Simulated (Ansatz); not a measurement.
Base system: Hf in the hcp (Mg type) structure (space group P6_3/mmc, No. 194; a = 3.1581 Å, c = 5.0045 Å; relaxed with 0.1 eV smearing). Axes: x lies along a and z along c of the hexagonal cell.

Perturbation: biaxial strain −4.90 %, plane normal [001], relaxed out of plane (Cartesian); in-plane vectors clamped, the third vector and the atoms free.

Levels (all Ansatz, a quantum-chemistry and plane-wave program, PAW): PBEsol (420 eV, no SOC); r2SCAN (500 eV, no SOC).

The geometry is relaxed with PBEsol.

```
Item              Result
---------------  -------
PBEsol pressure  7.3 GPa
```

What does r2SCAN give at this geometry for the pressure?

The pressure rises by 4.66 GPa, from 7.3 GPa to 11.9 GPa.

Single points use the geometry relaxed with PBEsol. Their cutoffs differ, which shifts pressures a little. Whether these cells are dynamically stable was not tested. All final runs are without spin polarisation.
